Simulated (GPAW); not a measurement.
# σxx against uniaxial strain in rock-salt TiC (space group 225): C11 (GPAW, LDA)

```
TiC
1.0
    0.00000     2.13430     2.13430
    2.10228     0.00000     2.13430
    2.10228     2.13430     0.00000
Ti C
1 1
Cartesian
  0.00000   0.00000   0.00000
  2.10228   2.13430   2.13430
```

Computed with LDA (Perdew-Wang 92), GPAW PAW datasets LDA (gpaw-data 1.0.1) (plane waves; GPAW 25.7.0). Settings: mode = pw; ecut = 1040 eV; xc = LDA; kpts = 26 26 26; mesh shift (steps) = 0 0 0; occupations.name = fermi-dirac; occupations.width = 0.05 eV; nbands = -8; convergence.density = 1e-06 e/electron; convergence.energy = 1e-06 eV/electron; symmetry.symmorphic = false; symmetry.tolerance = 0.0005; maxiter = 120. The cell above is the first row's. The rows stretch one cube axis (x) by the strain ε and hold the other two. Stress is positive in tension. In all rows fractional positions and the k mesh are held.

| ε (%) | σxx (GPa) |
|---|---|
| -1.5 | -9.37 |
| -1.0 | -6.02 |
| -0.5 | -2.85 |
| 0.0 | 0.16 |
| 0.5 | 3.01 |
| 1.0 | 5.71 |
| 1.5 | ? |

Taking a parabola for σxx over the 6 complete rows: Least squares gives σxx = 0.163 + 5.8668·ε - 0.3236·ε². Residuals (row less fit): -0.005, 0.007, 0.001, -0.003, -0.005, 0.004; standard error 0.007 (degrees of freedom: 3). The slope at ε = 0, 5.8668 GPa per cent, gives C11 ≈ 100 × 5.8668 = 587 GPa, for the static lattice.

Q: Predict the withheld σxx at ε = 1.5 from the fit, and compare with the calculation.

A: σxx = 0.163 + 5.8668 × 1.5 - 0.3236 × 1.5² = 8.235 GPa. The calculation gives 8.26 GPa, 0.025 GPa above the prediction (0.1 % of the range of σxx in the table). The row lies outside the fitted rows, so this is an extrapolation. From the scatter of the fitted rows alone, a prediction at this place has a standard error of 0.014 GPa, so the miss is 1.8 times that.

Carrying the step between the two nearest rows on in a straight line would have given 8.41, off by 0.15; series whose last step already gives the withheld value aren't shown. The reference cell has the volume at which an earlier scan in this program and functional put its minimum by a fit. The runs keep the symmetry of the cell, so they don't test it for distortions. The unstrained cell stands at a pressure of -0.16 GPa, and the constants belong to that pressure. By symmetry this strain leaves no force on the atoms; the largest in the rows is 0.000 eV/Å. Spin polarisation is off. Without a gap such slopes are sensitive to mesh and smearing. 1 of the planned runs didn't end soundly and are left out. Cutoffs and mesh are single choices, not tested for convergence of this quantity. Series with a scatter that would blur these digits, or in which a gap closes, are not shown. Strain series were run only where this level's volume lies within 10 % of a first guess from the measured size.
